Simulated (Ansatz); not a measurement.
## SnGe (model structure, within 0.1 Å of Fm-3m, No. 225, 6 atoms in the cell)

These are PBE (PAW; Ansatz, a first-principles code) values and carry that method's errors.

Run with plane-wave cutoff 500 eV, 12×12×4 k mesh (along the axes of the cell as run), Fermi–Dirac smearing 0.05 eV, scalar-relativistic PAW data made under PBE.

Cell (relaxed at this level):

```yaml
crystal:
  lattice:
    - [4.09918, 0.00000, 0.00000]
    - [-2.04959, 3.54999, 0.00000]
    - [0.00000, 0.00000, 10.07368]
  atoms:
    - { symbol: Sn, position: [0.66668, 0.00000, 0.66667] }
    - { symbol: Sn, position: [0.00000, 0.66668, 0.33333] }
    - { symbol: Sn, position: [0.33332, 0.33332, 0.00000] }
    - { symbol: Ge, position: [0.66669, 0.00000, 0.16667] }
    - { symbol: Ge, position: [0.00000, 0.66669, 0.83333] }
    - { symbol: Ge, position: [0.33331, 0.33331, 0.50000] }
```

For SnGe (model structure, within 0.1 Å of Fm-3m, No. 225, 6 atoms in the cell), the band gap is zero (no gap).

Spin–orbit coupling is not included.

It cost very roughly 4 core-minutes of CPU time.

A model structure was made by putting elements into a prototype or built by hand; it is no filed structure, need not be a known phase, and can be a saddle point held by its symmetry.
